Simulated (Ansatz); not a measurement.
Cells marked so need not be the phases stable at ambient conditions, and some may be hypothetical.

The gap is the functional's own. No spin-orbit coupling. Mid-gap values are interpolated on the energy grid.

A. PbClF (P4/nmm, not sure to be the ambient phase, 6 atoms a cell, 20.4 Å³ an atom, -2 GPa at this level), along the normal of (001)
B. AlAs (P6_3mc, wurtzite, not sure to be the ambient phase, 4 atoms a cell, 22.8 Å³ an atom), along the normal of (100)
C. Na$_{3}$Sb (P6_3/mmc, not sure to be the ambient phase, 8 atoms a cell, 29.0 Å³ an atom), along the normal of (001)
D. AgI (P4/nmm, not sure to be the ambient phase, 4 atoms a cell, 30.1 Å³ an atom), along the normal of (001)
E. CaTiO3 (I4/mcm, not sure to be the ambient phase, 10 atoms a cell, 11.2 Å³ an atom, -3 GPa at this level), along the normal of (110)

**Question.** Rank these by mid-gap decay constant of the slowest evanescent state (highest first), as PBEsol run with Ansatz (a program for electronic structure) gives it.

**Answer.** A (0.32 1/Å), E (0.25 1/Å), D (0.17 1/Å), B (0.12 1/Å), C (0.05 1/Å)
